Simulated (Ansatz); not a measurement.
**TiN, response to strain**

The parent structure is TiN in the rock salt structure (space group Fm-3m, No. 225).

```
CELL_PARAMETERS angstrom
      0.00000     2.10198     2.10198
      2.10198     0.00000     2.10198
      2.10198     2.10198     0.00000
ATOMIC_POSITIONS crystal
  N  0.00000 0.00000 0.00000
  Ti 0.50000 0.50000 0.50000
```

Cartesian axes are those of the cell as printed.

Strains are applied to the cell and any free atomic positions relax; under biaxial strain the out-of-plane vector relaxes too.

Level of theory: PBEsol (Ansatz, an electronic-structure program), no spin-orbit coupling.

Candidates:
(a) strain tensor (xx, yy, zz, yz, xz, xy) = (−1.62, +1.87, +1.63, +0.05, −0.31, +0.26) %
(b) uniaxial strain ε_xx = +3.85 %
(c) strain tensor (xx, yy, zz, yz, xz, xy) = (+0.31, −0.33, +0.40, −0.90, +0.17, −0.27) %
(d) biaxial strain −1.02 %, plane normal [001], relaxed out of plane

Notes on the quantities. energy relative to the base: free energy F.

**Question.** Order them by energy relative to the base, highest first.

**Answer.** (b) uniaxial strain ε_xx = +3.85 % (+24 meV/atom), (a) strain tensor (xx, yy, zz, yz, xz, xy) = (−1.62, +1.87, +1.63, +0.05, −0.31, +0.26) % (+14 meV/atom), (d) biaxial strain −1.02 %, plane normal [001], relaxed out of plane (+4.5 meV/atom), (c) strain tensor (xx, yy, zz, yz, xz, xy) = (+0.31, −0.33, +0.40, −0.90, +0.17, −0.27) % (+2.4 meV/atom)

Without a gap, meshes like the base's 19×19×19 leave anisotropic stresses uncertain by several tenths of a GPa, and small strain energies with them. No phonon test of stability was made. All final runs are without spin polarisation. An odd electron count without spin: TiN.
